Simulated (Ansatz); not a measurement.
Take Mg₂Ge in the anti-fluorite structure (space group Fm-3m, No. 225) as the base.

```yaml
crystal:
  lattice:
    - [0.00000, 3.18199, 3.18199]
    - [3.18199, 0.00000, 3.18199]
    - [3.18199, 3.18199, 0.00000]
  atoms:
    - { symbol: Ge, position: [0.00000, 0.00000, 0.00000] }
    - { symbol: Mg, position: [0.25000, 0.25000, 0.25000] }
    - { symbol: Mg, position: [0.75000, 0.75000, 0.75000] }
```

Cartesian axes are those of the cell as printed.

All numbers come from PBEsol (Ansatz, a program for electronic structure, PAW, no spin-orbit coupling), earlier PAW set.

For the base:

The band gap is 0.08 eV, the pressure comes out as 0.0 GPa and the shortest interatomic distance is 275.6 pm.

Perturbation: strain tensor (xx, yy, zz, yz, xz, xy) = (−0.14, +1.18, +1.03, −1.09, +0.08, +1.85) %, atoms relaxed at fixed cell.

Problem. Predict the new energy relative to the base, band gap, largest internal atomic displacement, pressure and shortest interatomic distance.

Solution. The energy rises by 7.1 meV/atom; the band gap becomes zero (base: 0.08 eV); the largest internal atomic displacement is 0.012 Å; the pressure (mean of the normal stresses, compression positive) goes from zero to -0.9 GPa; the shortest interatomic distance drops by 2.6 pm (275.6 pm → 273.0 pm).

Stability against distortions was not tested. The final runs are not spin-polarised. A zero or small gap of Mg2Ge can be the functional's error rather than a property of the material.
